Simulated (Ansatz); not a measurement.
**Equilibrium volume per atom of TaGe (model structure, from the WC type, P-6m2, No. 187) at several levels of theory**

No measured value is used here.

```json
[
 {"level (code)": "PBE (Ansatz)", "value (Å³/atom)": "17.08"},
 {"level (code)": "PBEsol (Ansatz)", "value (Å³/atom)": "16.51"},
 {"level (code)": "PBE-D3(BJ) (Ansatz)", "value (Å³/atom)": "16.55"},
 {"level (code)": "r²SCAN (Ansatz)", "value (Å³/atom)": "16.78"}
]
```

Density-functional levels without +SOC have no spin–orbit coupling. Ansatz's density-functional and Hartree–Fock values are scalar-relativistic unless marked +SOC, with PAW data made under PBE.

A model structure was made by putting elements into a prototype or built by hand; it is no filed structure, need not be a known phase, and can be a saddle point held by its symmetry.

Ansatz is a first-principles code.
